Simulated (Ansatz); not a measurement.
Start from ZnSe in the zinc blende structure (space group F-43m, No. 216; a = 5.634 Å).

Modification: a fraction x = 0.25 of the Zn sites is given to Cd, ordered in a cell of 8 atoms (starting symmetry Pmm2) and fully relaxed.

Levels (all Ansatz, a program for electronic structure, PAW): PBEsol (420 eV, no SOC); r2SCAN (500 eV, spin-orbit coupling left out); HSE06 (420 eV, spin-orbit coupling left out).

At the geometry relaxed with PBEsol, these levels gave the following band gaps, in shuffled order: (a) 1.61 eV, (b) 0.94 eV, (c) 2.13 eV.

Question: Match each gap to its level.

Answer: (a) r2SCAN; (b) PBEsol; (c) HSE06.

Single points use the geometry relaxed with PBEsol. Each cell is one ordered arrangement of few atoms, which overstates ordering effects compared with a random alloy. Whether these cells are dynamically stable was not tested.
